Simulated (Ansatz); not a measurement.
Take TlBr in the zinc blende structure (space group F-43m, No. 216; a = 7.3107 Å; a hypothetical phase, not in the database extracts checked) as the base.

The change: full substitution Tl → B; the structure is relaxed again.

Levels (all Ansatz, an electronic-structure program, PAW, earlier PAW set): PBEsol (420 eV, spin-orbit coupling left out); HSE06+SOC (420 eV, with spin-orbit coupling).

The geometry is relaxed with PBEsol.

| Quantity | Result |
|---|---|
| PBEsol lowest conduction level above the VBM at special points | X 0.43 eV; Γ 1.33 eV; U 1.45 eV |

Q: How does going to HSE06+SOC change the lowest conduction level above the VBM at special points?

A: The lowest conduction level above the VBM at special points changes from X 0.43 eV; Γ 1.33 eV; U 1.45 eV to X 1.15 eV; Γ 2.05 eV; U 2.15 eV.

Single points use the geometry relaxed with PBEsol. The hybrid gap comes from the SCF mesh plus the semilocal run's edge points and a few special points and is an upper bound. The spin-orbit shifts are approximate. The levels and masses belong to the bands next to the band gap. Whether these cells are dynamically stable was not tested. As relaxed here, BBr is a hypothetical phase, not in the database extracts checked.
